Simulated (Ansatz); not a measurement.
## CuGaSe2: stress against strain

CuGaSe2 (chalcopyrite, I-42d, 20.787 Å³/atom and stress up to 0.01 GPa in the relaxed cell, c along z) under an equal strain ε in the (001) plane with the normal axis free, as in a coherent film. LDA in Ansatz, a plane-wave DFT program (PAW, default set), 420 eV, 9×9×9 Γ-centred mesh, Fermi-Dirac smearing 0.05 eV; ions are relaxed, or left where forces stay under 0.02 eV/Å, within the symmetry of each cell. Stress is positive for a compressed cell.

Here s stands for strain and y for stress xx.

| strain (%) | stress xx (GPa) |
|---|---|
| -3.00 | ? |
| -1.50 | 1.44 |
| -0.75 | 0.70 |
| 0.00 | 0.00 |
| 0.75 | -0.68 |
| 1.50 | -1.32 |

Fit y of the 5 rows that show it with a straight line. Means: s 0, y 0.028. About the means, the sum of products is -5.1750 and the sum of squares of s is 5.6250; the slope is their ratio. Least squares gives y = 0.028 - 0.9200·s. Residuals (row less fit): 0.032, -0.018, -0.028, -0.018, 0.032; standard error 0.034 (degrees of freedom: 3). The slope gives the biaxial elastic modulus of this plane = 92 ± 1 GPa (± standard error of the fit, which holds the terms cut off).

Q: What does the fit predict for y at s = -3.00, and how far is the calculated value from it?

A: y = 0.028 - 0.9200 × (-3.00) = 2.788 GPa. The calculation gives 3.01 GPa, 0.222 GPa above the prediction (5.1 % of the range of y in the table). The row lies outside the fitted rows, so this is an extrapolation. From the scatter of the fitted rows alone, a prediction at this place has a standard error of 0.057 GPa, so the miss is 3.9 times that.

A polynomial of degree 2 through the 8 other runs of the series gives 3.01 there, so most of the miss is curvature that the fit leaves out. Rows are the converged runs of the series near zero and its far end; series whose fitted rows scatter by over a few per cent of the range, as at a crossing or softening among them, aren't shown in this form, nor equations of state whose B0' disagrees with the runs' pressures. Most that stay on the fit to the last digits aren't either.
